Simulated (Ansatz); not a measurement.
# Point defects in BeS

Take a 54-atom supercell of BeS in the zinc blende structure (space group F-43m, No. 216; a = 4.8380 Å) at its relaxed geometry as the base.

One neutral defect a cell, atoms relaxed at fixed cell.

Computed with plane-wave PAW DFT at the PBEsol level (Ansatz, an electronic-structure program, 420 eV), no spin-orbit coupling.

```csv
case,total moment of the cell,largest displacement of a host atom from its site in the perfect cell,gap of the supercell,pressure
perfect supercell,–,–,2.91 eV,0.0 GPa
Be interstitial (started 2.01 Å from the nearest host atom),0.0 μB,0.96 Å,1.00 eV,1.4 GPa
"Li interstitial (started 2.09 Å from the nearest host atom), symmetric start",0.0 μB,0.13 Å,zero,0.6 GPa
"S interstitial (started 2.01 Å from the nearest host atom), symmetric start",0.2 μB,0.38 Å,zero,2.8 GPa
```

Other magnetic orders, which the real material may have, were not ruled out. The mesh was chosen for an insulator and is coarse for the gapless case. Defects with a symmetric start kept the site's symmetry and may sit on a saddle; the others started slightly shaken. The defect cells are neutral and carry no finite-size correction. In the large cells the bands are folded and the gap is read at a few points only. Starting moments died away, wholly or in part, for Be interstitial (started 2.01 Å from the nearest host atom), Li interstitial (started 2.09 Å from the nearest host atom) and S interstitial (started 2.01 Å from the nearest host atom); another magnetic solution may exist.
